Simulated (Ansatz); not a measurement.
# HgS, pressure series

Start from HgS (space group P3_221, No. 154; a = 4.465 Å, c = 9.758 Å; made of chains).

Cell and atoms are relaxed at each pressure.

Method: Ansatz (a program for electronic structure) PBE, spin-orbit coupling left out.

| pressure (GPa) | volume per atom (Å³/atom) |
|---|---|
| 0 | 28.079 |
| 0.3 | ? |
| 0.7 | 26.130 |
| 1.5 | 24.793 |
| 3 | 23.291 |
| 7.5 | 21.092 |

Task: Fit the third-order Birch–Murnaghan form P(V) = (3B₀/2)[(V₀/V)^(7/3) − (V₀/V)^(5/3)]·[1 + (3/4)(B₀′ − 4)((V₀/V)^(2/3) − 1)] (squares taken in P) to the rows shown and predict the withheld row.

Result: Least squares on the printed values gives V₀ = 28.303 Å³/atom, B₀ = 4.41 GPa, B₀′ = 17.6; this predicts 27.007 Å³/atom, and the run gives 27.081 Å³/atom, 0.074 higher.

Load acts through the strain it causes; cell and atoms are relaxed under it. Stability against distortions was not tested. No other phases were tried under pressure. No dispersion term is included, though the crystal is made of layers, chains or molecules, so its spacings can come out too wide.
